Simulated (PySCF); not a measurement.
PySCF 2.14.0, BP86/def2-tzvp, df: Hf(O)(Cl)(OH) ([O]=[Hf]([OH])[Cl]), 5 atoms. The geometry is a generated start, not checked to be a minimum at this level.

```json
{
 "task": "energy",
 "method": "bp86",
 "basis": "def2-tzvp",
 "two_electron_scheme": "density fitting",
 "mol.max_memory": "3000 MB",
 "mf.max_cycle": "100",
 "mf.init_guess": "minao (default)",
 "mf.DIIS": "CDIIS (default)",
 "mf.conv_tol": "1e-09 (default)",
 "mf.grids.level": "3 (default)",
 "effective_core_potentials": "those of the basis set, past Kr",
 "basis_functions": "145",
 "grid_points": "80648"
}
```

```xyz
5

Hf    -0.2588     0.3431    -0.1507
O     -1.2883    -1.0602    -0.2264
Cl    -0.9409     1.9462    -1.5591
O      1.2689    -0.1689     0.7859
H      1.2192    -1.0602     1.1503
```

Charge 0 and multiplicity 1 are set for this test and not shown to be the ground state.

One run each on 2 threads, 1 BLAS thread. Values of diis_space tried: 3, 5, 8 (default), 12, 20.

Problem. Which value of diis_space needs the fewest Fock builds, and what happens away from it?

Solution. Fewest Fock builds, within one of each other: 5 with 17, 8 (default) with 16, 12 with 16, 20 with 16. The count rises to 75 at 3. All converge to one solution.

```
diis_space   Fock builds            end
-----------  -----------  -------------
3                     75  same solution
5                     17  same solution
8 (default)           16  same solution
12                    16  same solution
20                    16  same solution
```
